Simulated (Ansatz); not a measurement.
The reference is WC (space group P-6m2, No. 187; a = 2.912 Å, c = 2.836 Å).

Structures relaxed with plane-wave PAW DFT at the r2SCAN level (Ansatz, a quantum-chemistry and plane-wave program, 500 eV), spin-orbit coupling left out.

Base:

Simulated powder pattern, Cu Kα1, λ = 1.54056 Å (kinematic, ideal powder, no thermal factors, no anomalous dispersion; the 14 strongest lines at most, above 2 %, up to 2θ = 90°):

| 2θ (°) | I/Imax (%) | hkl |
|---|---|---|
| 31.52 | 43 | (001) |
| 35.57 | 100 | (100) |
| 48.25 | 96 | (101) |
| 63.88 | 22 | (110) |
| 65.80 | 6.7 | (002) |
| 72.98 | 25 | (111) |
| 75.30 | 12 | (200) |
| 77.09 | 23 | (102) |
| 83.90 | 20 | (201) |

After one change:

Simulated powder pattern, Cu Kα1, λ = 1.54056 Å (kinematic, ideal powder, no thermal factors, no anomalous dispersion; the 14 strongest lines at most, above 2 %, up to 2θ = 90°):

```
2θ (°)  I/Imax (%)
------  ----------
31.61           43
35.70          100
48.42           96
64.14           22
66.01          6.7
73.28           25
75.63           12
77.37           23
84.27           20
```

Problem. Which of these changes matches the shifts?
A) pressure 30 GPa
B) pressure 4.2 GPa
C) pressure 45 GPa
D) pressure 9 GPa

Solution. B, pressure 4.2 GPa. Its volume per atom is 10.31 Å³ against 10.42 Å³, and its space group is P-6m2 (No. 187).

Load acts through the strain it causes; cell and atoms are relaxed under it. Stability against distortions was not tested. No other phases were tried under pressure. All final runs are without spin polarisation.
